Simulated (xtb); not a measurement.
xtb 6.7.1, GFN2-xTB: Cd(Cl)(amdMe)(tmeda) (CC1[N](C)[Cd]2([Cl])(<-[N]=1C)<-[N](C)(C)CC[N]->2(C)C), 41 atoms. The geometry is a generated start, not checked to be a minimum at this level.

| Item | Value |
|---|---|
| run flags | --grad |
| method | GFN2-xTB |
| --acc | 1 (default) |
| --etemp (K) | 300 (default) |
| basis functions | 95 |
| valence electrons | 94 |

Charge 0 and multiplicity 1 are set for this test and not shown to be the ground state.

One run each on 1 thread. Values of broydamp tried: 0.02, 0.05, 0.1, 0.2, 0.4 (default), 0.6, 0.8, 1.

**Question.** Which value of broydamp needs the fewest SCC iterations, and what happens away from it?

**Answer.** Fewest SCC iterations, within one of each other: 0.4 (default) with 14, 0.6 with 14, 0.8 with 14, 1 with 15. The count rises to 23 at 0.02. All converge to one solution.

| broydamp | SCC iterations | end |
|---|---|---|
| 0.02 | 23 | same solution |
| 0.05 | 21 | same solution |
| 0.1 | 19 | same solution |
| 0.2 | 16 | same solution |
| 0.4 (default) | 14 | same solution |
| 0.6 | 14 | same solution |
| 0.8 | 14 | same solution |
| 1 | 15 | same solution |
